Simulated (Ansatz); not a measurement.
Fluorite PbF₂ (high-temperature phase) was calculated with LDA (Ansatz, a quantum-chemistry and plane-wave program, PAW).

Numerical settings: plane-wave cutoff 520 eV, 8×8×8 k mesh, perturbation theory, scalar-relativistic PAW data made under PBE.

Computed at the level's own relaxed cell.

Q: Give the computed high-frequency dielectric constant and static dielectric constant.

A: 
- high-frequency dielectric constant: 3.46
- static dielectric constant: 24.3

Spin–orbit coupling is not included; it can shift volumes and moduli of such heavy elements.

It cost about 2.6 core-minutes (a rough figure) of CPU time.
